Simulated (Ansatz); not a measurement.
Response to strain in Cu

Take Cu in the fcc (Cu type) structure (space group Fm-3m, No. 225; a = 3.630 Å; relaxed with 0.1 eV smearing) as the base.

Strains are applied to the cell and any free atomic positions relax.

Computed with Kohn–Sham DFT with the PBE functional, run in Ansatz (a quantum-chemistry and plane-wave program) with PAW and 420 eV plane waves, no SOC.

Notes on the quantities. energy relative to the base: free energy F.

```tsv
change	pressure	energy relative to the base	volume per atom
base	0.0 GPa	0 meV/atom	11.96 Å³
isotropic strain −3.00 %	16.2 GPa	+48 meV/atom	10.91 Å³
isotropic strain −2.00 %	9.9 GPa	+21 meV/atom	11.25 Å³
isotropic strain −1.00 %	4.6 GPa	+4.9 meV/atom	11.60 Å³
isotropic strain −0.50 %	2.2 GPa	+1.2 meV/atom	11.78 Å³
isotropic strain +0.50 %	-2.0 GPa	+1.2 meV/atom	12.14 Å³
isotropic strain +1.00 %	?	?	12.32 Å³
isotropic strain +1.50 %	-5.6 GPa	+10 meV/atom	12.50 Å³
isotropic strain +2.00 %	-7.2 GPa	+17 meV/atom	12.69 Å³
isotropic strain +2.50 %	-8.7 GPa	+27 meV/atom	12.88 Å³
```

### Question
Fill in the withheld entries from the trend.

### Answer

- isotropic strain +1.00 %, pressure: -3.9 GPa
- isotropic strain +1.00 %, energy relative to the base: +4.5 meV/atom

Whether these cells are dynamically stable was not tested. All final runs are without spin polarisation.
